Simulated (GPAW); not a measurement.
## Worked example: self-consistent single point of YB₂ (P6/mmm, 3 atoms in the cell) in GPAW

Computed with PBEsol, GPAW PAW datasets PBEsol (made by gpaw-setup) (plane waves; GPAW).

The input file:

```python
from ase import Atoms
from ase.units import GPa
from gpaw import GPAW

atoms = Atoms(['Y', 'B', 'B'],
              cell=[[3.300840, 0.000000, 0.000000],
                    [-1.650420, 2.858611, 0.000000],
                    [0.000000, 0.000000, 3.862500]],
              positions=[[0.000000, 0.000000, 0.000000],
                         [-0.000002, 1.905742, 1.931250],
                         [1.650422, 0.952869, 1.931250]],
              pbc=True)

calc = GPAW(mode={'name': 'pw', 'ecut': 900},
            xc='PBEsol',
            kpts={'size': (8, 8, 6), 'gamma': True},
            occupations={'name': 'fermi-dirac', 'width': 0.1},
            nbands=-7,
            convergence={'forces': 0.001},
            symmetry={'symmorphic': False, 'tolerance': 0.0005},
            maxiter=120)

atoms.calc = calc

energy = atoms.get_potential_energy()
print('Energy (eV):', round(energy, 6))
forces = atoms.get_forces()
print('Forces (eV/Ang):')
print(forces.round(5))
stress = atoms.get_stress()
print('Stress (GPa, Voigt):', (stress / GPa).round(4))
```

The program printed (abridged):

```
Input parameters:
  convergence: {forces: 0.001}
  kpts: {gamma: True,
         size: (8, 8, 6)}
  maxiter: 120
  mode: {ecut: 900,
         name: pw}
  nbands: -7
  occupations: {name: fermi-dirac,
                width: 0.1}
  symmetry: {symmorphic: False,
             tolerance: 0.0005}
  xc: PBEsol

species:
  Y:
    name: Yttrium
    Z: 39.0
    valence: 11
    core: 28
    charge: 0.0
    file: Y.PBEsol.gz

    # Using partial waves for Y as LCAO basis

  B:
    name: Boron
    Z: 5.0
    valence: 3
    core: 2
    charge: 0.0
    file: B.PBEsol.gz

    # Using partial waves for B as LCAO basis

Reference energy: -93369.153414  # eV

Spin-paired calculation

Convergence criteria:
 Maximum [total energy] change in last 3 cyles: 0.0005 eV / valence electron
 Maximum integral of absolute [dens]ity change: 0.0001 electrons / valence electron
 Maximum integral of absolute [eigenst]ate change: 4e-08 eV^2 / valence electron
 Maximum change in the atomic [forces] across last 2 cycles: 0.001 eV/Ang OR
Maximum error relative to the maximum force is below inf
 Maximum number of scf [iter]ations: 120

Symmetries present (total): 24
Symmetries with fractional translations: 0
384 k-points: 8 x 8 x 6 Monkhorst-Pack grid + [1/16,1/16,1/12]
40 k-points in the irreducible part of the Brillouin zone
       k-points in crystal coordinates                weights
   0:     0.00000000    0.00000000    0.00000000          1/384
   1:     0.00000000    0.00000000    0.16666667          2/384
   2:     0.00000000    0.00000000    0.33333333          2/384
   [... 7 lines left out ...]
          ...
  39:     0.50000000    0.50000000    0.50000000          3/384

Wave functions: Plane wave expansion
  Cutoff energy: 900.000 eV
  Number of coefficients (min, max): 2185, 2252
  Pulay-stress correction: 0.000000 eV/Ang^3 (de/decut=0.000000)

Occupation numbers: Fermi-Dirac:
  width: 0.1000  # eV

Eigensolver

Densities:
  Coarse grid: 24*24*27 grid
  Fine grid: 48*48*54 grid
  Total Charge: 0.000000

Density mixing:
  Method: separate
  Backend: pulay
  Linear mixing parameter: 0.05
  old densities: 5
  Damping of long wavelength oscillations: 50

Hamiltonian:
  XC and Coulomb potentials evaluated on a 48*48*54 grid
  External potential:
    NoExternalPotential

XC parameters: PBEsol with 2 nearest neighbor stencil

Number of atoms: 3
Number of atomic orbitals: 21
Number of bands in calculation: 15
Number of valence electrons: 17
Bands to converge: occupied

Density initialized from atomic densities
  15 bands from LCAO basis set

Atomic positions and initial magnetic moments

Positions:
   0 Y      0.000000    0.000000    0.000000    ( 0.0000,  0.0000,  0.0000)
   1 B     -0.000002    1.905742    1.931250    ( 0.0000,  0.0000,  0.0000)
   2 B      1.650422    0.952869    1.931250    ( 0.0000,  0.0000,  0.0000)

Unit cell:
           periodic     x           y           z      points  spacing
  1. axis:    yes    3.300840    0.000000    0.000000    24     0.1191
  2. axis:    yes   -1.650420    2.858611    0.000000    24     0.1191
  3. axis:    yes    0.000000    0.000000    3.862500    27     0.1431

  Lengths:   3.300840   3.300840   3.862500
  Angles:   90.000000  90.000000 120.000003

Effective grid spacing dv^(1/3) = 0.1328

     iter     time        total  log10-change:
                         energy   eigst   dens  force
iter:   1 --:--:--   -22.043535
iter:   2 --:--:--   -21.835774   -1.64  -1.05
iter:   3 --:--:--   -21.178979   -0.94  -1.10
iter:   4 --:--:--   -21.168920   -2.65  -1.59
iter:   5 --:--:--   -21.181296   -2.63  -1.60
iter:   6 --:--:--   -21.177633   -3.07  -2.18
iter:   7 --:--:--   -21.177388c  -4.27  -2.45
iter:   8 --:--:--   -21.177313c  -4.30  -2.59
iter:   9 --:--:--   -21.177307c  -5.53  -3.57
iter:  10 --:--:--   -21.177316c  -5.68  -3.42
iter:  11 --:--:--   -21.177312c  -5.99  -3.65
iter:  12 --:--:--   -21.177311c  -7.58c -4.20c
iter:  13 --:--:--   -21.177311c  -8.36c -4.59c -16.04c

Converged after 13 iterations.

Dipole moment: (0.000000, -0.000000, -0.000000) |e|*Ang

Energy contributions relative to reference atoms: (reference = -93369.153414)

Kinetic:        +14.062129
Potential:      -11.797123
External:        +0.000000
XC:             -23.169857
Entropy (-ST):   -0.029788
Local:           -0.257566
SIC:             +0.000000
--------------------------
Free energy:    -21.192205
Extrapolated:   -21.177311

Showing only first 2 kpts
 Kpt  Band  Eigenvalues  Occupancy
  0     6      8.25367    1.99636
  0     7      8.25373    1.99636
  0     8      8.26050    1.99611
  0     9     14.20516    0.00000

  1     6      8.44146    1.97646
  1     7      8.44153    1.97644
  1     8      9.67660    0.00073
  1     9     13.09875    0.00000

Fermi level: 8.88448

No gap
No difference between direct/indirect transitions
Energy (eV): -21.177311

Forces in eV/Ang:
  0 Y    -0.00000    0.00000    0.00000
  1 B     0.00000    0.00000    0.00000
  2 B    -0.00000   -0.00000    0.00000

Stress tensor:
     0.030550     0.000000     0.000000
     0.000000     0.030550     0.000000
     0.000000     0.000000     0.031090
Stress (GPa, Voigt): [4.8946 4.8946 4.9811 0.     0.     0.    ]
```

The run converged in 13 iterations. GPAW prints stress with tension positive.

At such cutoffs GPAW's stress carries a finite-basis (Pulay) error, which enters relaxed cells too; its log prints stress with tension positive.

The starting cell comes from a database of computed structures (which also holds hypothetical and non-ambient phases and stackings), without a prior relaxation at this level.
